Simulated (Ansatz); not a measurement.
The parent structure is ZrO$_{2}$ in the fluorite structure (space group Fm-3m, No. 225).

```
ZrO2
1.0
    0.00000     2.54466     2.54466
    2.54466     0.00000     2.54466
    2.54466     2.54466     0.00000
Zr O
1 2
Cartesian
  0.00000   0.00000   0.00000
  1.27233   1.27233   1.27233
  3.81699   3.81699   3.81699
```

Method: Ansatz (an electronic-structure program), r2SCAN, PAW, cutoff 500 eV, spin-orbit coupling left out.

Base values:

Smallest direct gap: 4.29 eV
Electron mass: 0.53, 2.1 mₑ (at Γ)
Lattice parameter a: 5.089 Å
Band gap: 3.89 eV

The change: a negative pressure, −2 GPa.

### Question
Predict the new smallest direct gap, electron mass, lattice parameter a and band gap.

### Answer
The smallest direct gap falls by 0.03 eV (4.29 eV → 4.26 eV); the electron mass (degenerate bands, along [100]) goes from 0.53, 2.1 mₑ (at Γ) to 0.54, 2.1 mₑ (at Γ); the lattice parameter a goes up by 0.0135 Å to 5.103 Å; the band gap shrinks by 0.025 eV to 3.86 eV.

Load acts through the strain it causes; cell and atoms are relaxed under it. Effective masses come from finite differences of ±0.01 Å⁻¹. Whether these cells are dynamically stable was not tested. This is not the structure that ZrO2 has at room temperature and ambient pressure.
